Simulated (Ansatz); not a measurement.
Bulk modulus of TiC (model structure, from the FeB type, Fm-3m, No. 225) at several levels of theory

No measured value is used here.

### Question
Put these levels in order of the bulk modulus that they give for TiC (model structure, from the FeB type, Fm-3m, No. 225), smallest first: LDA (Ansatz, an electronic-structure program), PBE (Ansatz), PBEsol (Ansatz).

### Answer
PBE (251 GPa), PBEsol (268 GPa), LDA (283 GPa)

Unless a cell is named, each level is at its own relaxed cell (LDA 9.67, PBE 10.16, PBEsol 9.89 Å³/atom).

PBE, PBEsol, LDA: the bulk modulus is −V dP/dV from two relaxed cells at ±2 % in volume. Each level is taken at its own relaxed cell. Ansatz's density-functional and Hartree–Fock values are scalar-relativistic unless marked +SOC, with PAW data made under PBE.

A model structure was made by putting elements into a prototype or built by hand; it is no filed structure, need not be a known phase, and can be a saddle point held by its symmetry.
